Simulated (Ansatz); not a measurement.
**Response to strain in CoO**

The reference is CoO in the rock salt structure (space group Fm-3m, No. 225; a = 4.247 Å; ferromagnetic; relaxed with 0.1 eV smearing).

Strains are applied to the cell and any free atomic positions relax.

Level of theory: PBE/PAW in Ansatz (a first-principles code), scalar-relativistic without spin-orbit coupling.

| isotropic strain (%) | pressure (GPa) |
|---|---|
| -1.02 | 5.3 |
| -0.41 | 2.1 |
| 0 | 0.0 |
| 0.47 | ? |
| 0.64 | -3.1 |

Task: Fit P = P₀ − Bδ + Cδ² with δ = (1 + ε)³ − 1 to the rows shown and predict the withheld row.

Result: Least squares on the printed values gives P₀ = 0.0 GPa, B = 166 GPa, C = 275 GPa (largest residual 0.0 GPa); this predicts -2.3 GPa, and the run gives -2.3 GPa, in agreement.

Whether these cells are dynamically stable was not tested. No Hubbard U is applied and the magnetic state is the run's own (CoO ferromagnetic); other magnetic orders, which need larger cells, were not tried and can change the gap. In its common phase, real CoO is an antiferromagnetic insulator at low temperature.
